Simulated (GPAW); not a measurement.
Worked example: self-consistent single point of AlN (F-43m, 2 atoms in the cell) in GPAW.

Computed with LDA (Perdew-Wang 92), GPAW PAW datasets LDA (gpaw-data 1.0.1) (plane waves; GPAW).

```
CELL_PARAMETERS angstrom
      0.00000     2.18399     2.18399
      2.18399     0.00000     2.18399
      2.18399     2.18399     0.00000
ATOMIC_POSITIONS crystal
  Al 0.00000 0.00000 0.00000
  N  0.75000 0.75000 0.75000
```

Reference input (self-consistent single point, DFT LDA (Perdew-Wang 92), plane waves, GPAW PAW datasets LDA (gpaw-data 1.0.1)): mode = pw; ecut = 950 eV; xc = LDA; kpts = 7 7 7; mesh shift (steps) = 0 0 0; occupations.name = fixed-uniform; nbands = -8; convergence.bands = -6; symmetry.symmorphic = false; symmetry.tolerance = 0.0005; maxiter = 150. This run's input differs from it in these lines:

```diff
@@ -14,3 +14,3 @@
             xc='LDA',
-            kpts=(7, 7, 7),
+            kpts=(5, 5, 5),
             occupations={'name': 'fixed-uniform'},
```

Output, abridged:

```
     iter     time        total  log10-change:
                         energy   eigst   dens
iter:   1 --:--:--   -18.531048   +0.71
iter:   2 --:--:--   -17.988544   -0.67  -0.56
iter:   3 --:--:--   -16.455807   -1.05  -0.61
iter:   4 --:--:--   -16.407392   -2.10  -1.02
iter:   5 --:--:--   -16.390495   -2.40  -1.20
iter:   6 --:--:--   -16.390973   -3.88  -2.37
iter:   7 --:--:--   -16.390657c  -4.06  -2.20
iter:   8 --:--:--   -16.390328c  -4.30  -2.59
iter:   9 --:--:--   -16.390324c  -6.75  -3.41
iter:  10 --:--:--   -16.390323c  -7.17  -3.53
iter:  11 --:--:--   -16.390322c  -6.53  -3.79
iter:  12 --:--:--   -16.390322c  -7.51c -4.18c
Converged after 12 iterations.

Dipole moment: (1.144702, 1.144702, 1.144702) |e|*Ang

Energy contributions relative to reference atoms: (reference = -8049.295751)

Kinetic:        +18.120891
Potential:      -15.802425
External:        +0.000000
XC:             -18.815538
Entropy (-ST):   +0.000000
Local:           +0.106750
SIC:             +0.000000
--------------------------
Free energy:    -16.390322
Extrapolated:   -16.390322

Showing only first 2 kpts
 Kpt  Band  Eigenvalues  Occupancy
  0     2      5.69848    2.00000
  0     3      5.69848    2.00000
  0     4      9.96423    0.00000
  0     5     18.04837    0.00000

  1     2      4.98879    2.00000
  1     3      4.98879    2.00000
  1     4     11.81318    0.00000
  1     5     16.28706    0.00000

Fermi level: 7.60501

Gap: 3.813 eV
Transition (v -> c):
   [... lines left out ...]
Direct/indirect transitions are different
Direct gap: 4.266 eV
Transition at: (s=0, k=0, n=3, [0.00, 0.00, 0.00])
Energy (eV): -16.390322

Forces in eV/Ang:
  0 Al   -0.00000   -0.00000   -0.00000
  1 N     0.00000    0.00000   -0.00000

Stress tensor:
     0.013979    -0.000000     0.000000
    -0.000000     0.013979     0.000000
     0.000000     0.000000     0.013979
Stress (GPa, Voigt): [ 2.2397  2.2397  2.2397  0.      0.     -0.    ]
```

The run converged in 12 iterations. GPAW prints stress with tension positive. Against the reference run the free energy rises by 3.8 meV/atom and the gap on the mesh goes from 3.540 to 3.813 eV.

At such cutoffs GPAW's stress carries a finite-basis (Pulay) error, which enters relaxed cells too; its log prints stress with tension positive.

The starting cell comes from a database of computed structures (which also holds hypothetical and non-ambient phases and stackings), without a prior relaxation at this level. Another mesh or the band path of this cell gives a smaller gap, so this value is not converged in the mesh.
